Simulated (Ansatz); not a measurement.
## CdGeAs2: transverse stress against strain

CdGeAs2 (chalcopyrite, I-42d, 24.962 Å³/atom at rest, c along z) under a strain ε along c (axis z), the other axes held. PBEsol in Ansatz, a plane-wave DFT program (PAW, default set), 420 eV, 8×8×8 Γ-centred mesh, Fermi-Dirac smearing 0.05 eV; ions are relaxed within the symmetry of each cell. Stress is positive for a compressed cell.

Here s stands for strain and y for stress xx.

```
strain (%)  stress xx (GPa)
----------  ---------------
-3.00                     ?
-1.50                  0.77
-0.75                  0.37
0.00                   0.00
0.75                  -0.35
1.50                  -0.69
```

### Question
Fit y against s with a straight line, and predict the withheld value at s = -3.00.

### Answer
Means: s 0, y 0.020. About the means, the sum of products is -2.7300 and the sum of squares of s is 5.6250; the slope is their ratio. Least squares gives y = 0.020 - 0.4853·s. Residuals (row less fit): 0.022, -0.014, -0.020, -0.006, 0.018; standard error 0.022 (degrees of freedom: 3). The slope gives the elastic constant C13 = 49 ± 0.9 GPa. At the withheld row, y = 0.020 - 0.4853 × (-3.00) = 1.476 GPa. The calculation gives 1.62 GPa, 0.144 GPa above the prediction (6.2 % of the range of y in the table). The row lies outside the fitted rows, so this is an extrapolation. From the scatter of the fitted rows alone, a prediction at this place has a standard error of 0.037 GPa, so the miss is 3.9 times that.

One order more, fitted to all 9 runs of the series, follows each within 0.01, so the miss is the next term of a smooth law. Rows are the converged runs of the series near zero and its far end; series whose fitted rows scatter by over a few per cent of the range, as at a crossing or softening among them, aren't shown in this form. Most that stay on the fit to the last digits aren't either.
